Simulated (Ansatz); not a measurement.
Start from C in the diamond structure (space group Fd-3m, No. 227; a = 3.5538 Å).

Method: PBEsol (Ansatz, a first-principles code), no spin-orbit coupling.

For the base:

Band gap: 4.03 eV
Shortest interatomic distance: 153.9 pm

It is then changed as follows: a hydrostatic pressure of 30 GPa.

### Question
What does the calculation give for the band gap and shortest interatomic distance after the change?

### Answer
The band gap goes up by 0.14 eV, from 4.03 eV to 4.17 eV; the shortest interatomic distance decreases by 3.04 pm to 150.8 pm.

Load acts through the strain it causes; cell and atoms are relaxed under it. No phonon test of stability was made. No other phases were tried under pressure.
